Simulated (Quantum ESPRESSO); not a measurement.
The steps of a band-structure calculation for MgSi (P2_1/m, 4 atoms in the cell) with Quantum ESPRESSO.

Method of the run: LDA (PZ), GBRV 1.5 ultrasoft (LDA) pseudopotentials (plane waves; Quantum ESPRESSO).

Step 1 (scf):

```fortran
&CONTROL
    calculation = 'scf'
    prefix = 'MgSi'
    outdir = './tmp'
    pseudo_dir = './'
    tprnfor = .true.
    tstress = .true.
/
&SYSTEM
    ibrav = 0
    nat = 4
    ntyp = 2
    ecutwfc = 40
    ecutrho = 200
    occupations = 'smearing'
    smearing = 'gauss'
    degauss = 0.0099958
    nbnd = 26
/
&ELECTRONS
    conv_thr = 1e-10
    mixing_beta = 0.4
/
ATOMIC_SPECIES
Mg    24.3050  mg_lda_v1.4.uspp.F.UPF
Si    28.0850  si_lda_v1.uspp.F.UPF
CELL_PARAMETERS {angstrom}
   4.34918800     0.00000000     0.00000000
   0.00000000     3.53989000     0.00000000
  -1.79212300     0.00000000     4.68812000
ATOMIC_POSITIONS {crystal}
Mg    0.65942000    0.75000000    0.28348000
Mg    0.34058000    0.25000000    0.71652000
Si    0.12346000    0.25000000    0.15314000
Si    0.87654000    0.75000000    0.84686000
K_POINTS {automatic}
8 9 7  0 0 0
```

Step 2 (bands):

```fortran
&CONTROL
    calculation = 'bands'
    prefix = 'MgSi'
    outdir = './tmp'
    pseudo_dir = './'
    verbosity = 'high'
/
&SYSTEM
    ibrav = 0
    nat = 4
    ntyp = 2
    ecutwfc = 40
    ecutrho = 200
    occupations = 'smearing'
    smearing = 'gauss'
    degauss = 0.0099958
    nbnd = 26
/
&ELECTRONS
    conv_thr = 1e-10
    startingwfc = 'random'
    diago_thr_init = 1.0d-6
    diagonalization = 'cg'
/
ATOMIC_SPECIES
Mg    24.3050  mg_lda_v1.4.uspp.F.UPF
Si    28.0850  si_lda_v1.uspp.F.UPF
CELL_PARAMETERS {angstrom}
   4.34918800     0.00000000     0.00000000
   0.00000000     3.53989000     0.00000000
  -1.79212300     0.00000000     4.68812000
ATOMIC_POSITIONS {crystal}
Mg    0.65942000    0.75000000    0.28348000
Mg    0.34058000    0.25000000    0.71652000
Si    0.12346000    0.25000000    0.15314000
Si    0.87654000    0.75000000    0.84686000
K_POINTS {crystal_b}
14
  0.00000000   0.00000000   0.00000000   7  ! G
  0.00000000   0.00000000   0.50000000   6  ! Y
 -0.39574854   0.00000000   0.66307183   3  ! H
 -0.50000000   0.00000000   0.50000000   9  ! C
 -0.50000000   0.50000000   0.50000000   3  ! E
 -0.60425146   0.50000000   0.33692817   4  ! M1
 -0.50000000   0.50000000   0.00000000   9  ! A
 -0.50000000   0.00000000   0.00000000   4  ! X
 -0.60425146   0.00000000   0.33692817   1  ! H1
 -0.39574854   0.50000000   0.66307183   6  ! M
  0.00000000   0.50000000   0.50000000   7  ! D
  0.00000000   0.50000000   0.00000000   1  ! Z
  0.00000000   0.00000000   0.50000000   9  ! Y
  0.00000000   0.50000000   0.50000000   1  ! D
```

Step 3 (bands.x):

```fortran
&BANDS
    prefix = 'MgSi'
    outdir = './tmp'
    filband = 'bands.dat'
    lsym = .false.
/
```

Output of bands (abridged):

```
     Atomic positions and unit cell read from directory:
     ./tmp/MgSi.save/

     Message from routine setup:
     using ibrav=0 with symmetry is DISCOURAGED, use correct ibrav instead
     G-vector sticks info
     --------------------
     sticks:   dense  smooth     PW     G-vecs:    dense   smooth      PW
     Sum         871     707    217                23217    16715    2815

     bravais-lattice index     =            0
   [... lines left out ...]
     unit-cell volume          =     487.0721 (a.u.)^3
   [... lines left out ...]
        k(    1) = (   0.0000000   0.0000000   0.0000000), wk =   0.0285714
        k(    2) = (   0.0000000   0.0000000   0.0662646), wk =   0.0285714
        k(    3) = (   0.0000000   0.0000000   0.1325292), wk =   0.0285714
   [... 67 lines left out ...]

     Dense  grid:    23217 G-vectors     FFT dimensions: (  40,  32,  45)

     Smooth grid:    16715 G-vectors     FFT dimensions: (  36,  30,  40)

     The potential is recalculated from file :
     ./tmp/MgSi.save/charge-density

     Band Structure Calculation
     CG style diagonalization

     ethr =  1.00E-06,  avg # of iterations = 22.5

     End of band structure calculation

          k = 0.0000 0.0000 0.0000 (  2093 PWs)   bands (ev):

   -68.0177 -68.0161 -35.4666 -35.4635 -35.4523 -35.4519 -35.4453 -35.4377
    -4.0939   2.2421   3.3157   4.5915   5.9772   6.2029   8.0747   8.8253
     9.2355  12.3003  13.8616  14.6427  14.8559  15.4879  15.6459  16.8026
    17.6778  17.8048

          k = 0.0000 0.0000 0.0663 (  2081 PWs)   bands (ev):

   -68.0176 -68.0161 -35.4667 -35.4634 -35.4522 -35.4518 -35.4454 -35.4378
    -4.0735   1.9111   3.6650   4.5638   5.9894   6.2179   8.0592   8.8526
     9.4130  12.0876  14.0027  14.1071  15.4305  15.4591  15.5087  16.8362
    16.9655  18.3633

   [... 68 blocks of this kind left out ...]
```

Output of bands.x (abridged):

```
     Reading xml data from directory:

     ./tmp/MgSi.save/

     G-vector sticks info
     --------------------
     sticks:   dense  smooth     PW     G-vecs:    dense   smooth      PW
     Sum         871     707    217                23217    16715    2815

     Reading collected, re-writing distributed wavefunctions
     high-symmetry point:  0.0000 0.0000 0.0000   x coordinate   0.0000
     high-symmetry point:  0.0000 0.0000 0.4639   x coordinate   0.4639
     high-symmetry point: -0.3957 0.0000 0.4639   x coordinate   0.8596
     high-symmetry point: -0.5000 0.0000 0.2727   x coordinate   1.0773
     high-symmetry point: -0.5000 0.6143 0.2727   x coordinate   1.6916
     high-symmetry point: -0.6043 0.6143 0.0816   x coordinate   1.9093
   [... 3 lines left out ...]
     high-symmetry point: -0.3957 0.6143 0.4639   x coordinate   3.1076
     high-symmetry point:  0.0000 0.6143 0.4639   x coordinate   3.5033
     high-symmetry point:  0.0000 0.6143 0.0000   x coordinate   3.9672
     high-symmetry point:  0.0000 0.0000 0.4639   x coordinate   3.9672
     high-symmetry point:  0.0000 0.6143 0.4639   x coordinate   4.5815

     Plottable bands (eV) written to file bands.dat.gnu
     Bands written to file bands.dat

   JOB DONE.
```

The starting cell comes from a database of computed structures (which also holds hypothetical and non-ambient phases and stackings), without a prior relaxation at this level. Its lattice was rescaled by a random factor within 2.5 % of one.
